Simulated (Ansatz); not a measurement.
**Pressure series in hypothetical zinc blende YSb**

The parent structure is YSb in the zinc blende structure (space group F-43m, No. 216; a = 6.9513 Å; a hypothetical phase, not in the database extracts checked).

Cell and atoms are relaxed at each pressure.

The values are results of Ansatz (a program for electronic structure) PBE, no spin-orbit coupling, not measurements.

Candidates:
(a) pressure 9 GPa
(b) pressure 22.5 GPa
(c) pressure −1 GPa
(d) pressure 4.5 GPa
(e) pressure 0.9 GPa

Before the change:

| Item | Value |
|---|---|
| Band gap | 1.46 eV |

Q: Order them by band gap, highest first.

A: (c) pressure −1 GPa (1.49 eV), (e) pressure 0.9 GPa (1.44 eV), (d) pressure 4.5 GPa (1.35 eV), (a) pressure 9 GPa (1.23 eV), (b) pressure 22.5 GPa (0.92 eV)

With Sb present, leaving out spin-orbit coupling can change the band edges. Load acts through the strain it causes; cell and atoms are relaxed under it. No phonon test of stability was made. Competing high-pressure phases were not computed.
